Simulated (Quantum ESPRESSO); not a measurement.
# One base run on TiSO5 (C2/c, 28 atoms in the cell) and variants with one or two settings moved

```
CELL_PARAMETERS angstrom
      2.56536    -6.87909     0.00000
      2.56536     6.87909     0.00000
     -0.05075     0.00000     9.46245
ATOMIC_POSITIONS crystal
  Ti 0.58754 0.41246 0.75000
  Ti 0.41246 0.58754 0.25000
  Ti 0.50000 0.00000 0.00000
  Ti 0.00000 0.50000 0.50000
  S  0.14062 0.35652 0.93191
  S  0.85938 0.64348 0.06809
  S  0.64348 0.85938 0.56809
  S  0.35652 0.14062 0.43191
  O  0.85892 0.16210 0.58582
  O  0.14108 0.83790 0.41418
  O  0.83790 0.14108 0.91418
  O  0.16210 0.85892 0.08582
  O  0.79546 0.65726 0.92320
  O  0.20454 0.34274 0.07680
  O  0.34274 0.20454 0.57680
  O  0.65726 0.79546 0.42320
  O  0.24474 0.30792 0.82867
  O  0.75526 0.69208 0.17133
  O  0.69208 0.75526 0.67133
  O  0.30792 0.24474 0.32867
  O  0.87332 0.53224 0.65702
  O  0.12668 0.46776 0.34298
  O  0.46776 0.12668 0.84298
  O  0.53224 0.87332 0.15702
  O  0.26139 0.63149 0.90842
  O  0.73861 0.36851 0.09158
  O  0.36851 0.73861 0.59158
  O  0.63149 0.26139 0.40842
```

Base run A: LDA (PZ), GBRV 1.5 ultrasoft (LDA) pseudopotentials in Quantum ESPRESSO, self-consistent single point.

Its settings: ecutwfc = 50 Ry; ecutrho = 400 Ry; occupations = fixed; potentials = {Ti: ti_lda_v1.4.uspp.F.UPF, S: s_lda_v1.4.uspp.F.UPF, O: o_lda_v1.2.uspp.F.UPF}; K_POINTS = automatic 3 3 2 0 0 0; nbnd = 100; conv_thr = 1e-10 Ry.

The starting cell comes from a database of computed structures (which also holds hypothetical and non-ambient phases and stackings), without a prior relaxation at this level.

ΔF is the free energy per atom less that of run A. 

| run | K_POINTS, ecutrho | ΔF (meV/atom) | pressure (GPa) | largest force (eV/Å) | gap on the mesh (eV) | k-points |
|---|---|---|---|---|---|---|
| A | automatic 3 3 2 0 0 0, 400 Ry | 0.00 | -2.44 | 0.736 | 2.709 | 8 |
| B | automatic 3 3 2 0 0 1, 400 Ry | -0.01 | -2.44 | 0.736 | 2.738 | 6 |
| C | automatic 3 3 2 0 0 0, 150 Ry | -0.07 | -2.41 | 0.736 | 2.709 | 8 |

Run B against A: The free energy hardly moves (within 1 meV/atom), the pressure stays at -2.44 GPa, the largest force stays at 0.736 eV/Å and the gap on the mesh goes from 2.709 to 2.738 eV.

Run C against A: The free energy stays essentially unchanged (within 1 meV/atom), the pressure moves little (-2.44 to -2.41 GPa), the largest force stays at 0.736 eV/Å and the gap on the mesh stays at 2.709 eV.
